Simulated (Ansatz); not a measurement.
# Worked energetics: Si(111):H with two OH

System: Si(111):H with two OH, 3 bilayers in a 11.5 x 6.6 Å surface cell, sampled on 1x2x1. These are PBE-D3(BJ) (plane waves to 420 eV, PAW; Ansatz, a quantum-chemistry and plane-wave program) values and carry that method's errors. The slab states were run without spin polarisation. Static barriers from climbing-image NEB or a saddle search; ends from one prepared geometry each; cell and mesh not converged. A partial Hessian shows a single imaginary mode at the top, within the atoms moved.

Elementary step: H2O attacks the fragment of BH3 (twice exchanged) and H2 forms, starting from the surface left by an earlier step (the surface fragment of BH3 exchanges a second ligand with a neighbouring O-H group), after H2 has left.

The adsorption energy of H2O at the start, against the free H2O and the surface before it arrives, is -0.17 eV.

Total energies of the cell in eV (only differences have meaning):

```tsv
state	energy (eV)
start	-24962.644
top of the barrier	-24961.671
end	-24963.571
```

Task: Work out the barrier, the reaction energy, the back barrier, whether reaction or desorption wins, the rate at 523 K and the temperature at which it reaches one per second, for an assumed prefactor of 1e13 per second.

Result: Barrier = -24961.671 - (-24962.644) = 0.97 eV. Reaction energy = -24963.571 - (-24962.644) = -0.93 eV. Back barrier = -24961.671 - (-24963.571) = 1.90 eV.
Against the free H2O and the slab the top lies at adsorption energy + barrier = -0.17 + 0.97 = +0.80 eV, above the separated reactants, so on energy alone an adsorbed molecule leaves more readily than it reacts.
With equal prefactors, reaction over desorption at 523 K = exp((0.17 - 0.97) / 0.0451) = about 10^-7.7; desorption usually has the larger prefactor, which lowers this ratio.
With an assumed prefactor of 1e13 per second, the rate at 523 K (kT = 0.0451 eV) is 1e13 x exp(-0.97 / 0.0451) = about 10^3.7 per second, and it reaches one per second at T = 0.97 / (8.617e-5 x ln 1e13) = about 380 K. This rate is for a molecule that stays adsorbed; most leave first. A hydrogen atom moves in this step, so zero-point energy and tunnelling, left out here, usually make it faster, above all at low temperature.

Here BH3 is the monomer.
